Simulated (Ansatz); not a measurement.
We look at the formation energy of Cu_Al in Al (fcc, Fm-3m). Reaction: 11 Al (fcc) + Cu (fcc) → cell A.

Cell A: a supercell of 12 sites of Al (fcc, Fm-3m) with Cu on an Al site (6 Al at 2.63 Å and 6 Cu at 2.86 Å); atoms over 4.5 Å from these centres sit 0.14 Å off their sites on average, so the host itself has distorted; spin state with PBE: run without spin, k-point mesh 18×18×2.
```
CELL_PARAMETERS angstrom
      2.85711     0.00000     0.00000
      1.42856     2.47433     0.00000
      0.00000     0.00000    27.99387
ATOMIC_POSITIONS crystal
  Al 0.33333 0.33333 0.00000
  Al 0.66667 0.66667 0.08565
  Al 0.00000 0.00000 0.17110
  Al 0.33333 0.33333 0.25682
  Al 0.66667 0.66667 0.34222
  Al 0.00000 0.00000 0.42703
  Cu 0.33333 0.33333 0.50000
  Al 0.66667 0.66667 0.57297
  Al 0.00000 0.00000 0.65778
  Al 0.33333 0.33333 0.74318
  Al 0.66667 0.66667 0.82890
  Al 0.00000 0.00000 0.91435
```

Reference: Al (fcc, Fm-3m), 12 atoms in the cell, the relaxed perfect crystal repeated, atoms not moved again, k-point mesh 18×18×2 on the run's own vectors.

Reference: Cu (fcc, Fm-3m), 1 atom in the cell; spin state with PBE: run without spin, k-point mesh 28×28×28 on the run's own vectors. Conventional cell: a = b = c = 3.629 Å, α = β = γ = 90.00°.

Plane-wave PAW calculations with Ansatz (a program for electronic structure), its PAW set soft_1, cutoff 420 eV. The structures are at rest with PBE, within the held lattices. Neutral cells; Fermi-Dirac smearing of at most 0.10 eV in the solids, energies taken to zero width. A dispersion term (D3(BJ), or D4 for r2SCAN) was computed beside these levels and is taken off wherever the name lacks it. Space groups of crystals are read within 0.01 Å. Static lattices, no vibrational contributions. Cells are local rest points, mostly with their start's symmetry. Values are for these cell sizes. The cell is small for its defects, so this is an ordered compound on the host's lattice rather than an isolated defect. The host distorts throughout a defect's cell, so the value holds the energy of that distortion too. Cell A has symmetry P-3m1 within 0.02 Å and got no random move, so less symmetric positions, which may lie lower, weren't tried.

Task: Predict the value from PBE.

Result: -0.17 eV, for 11 Al (fcc) + Cu (fcc) → cell A.
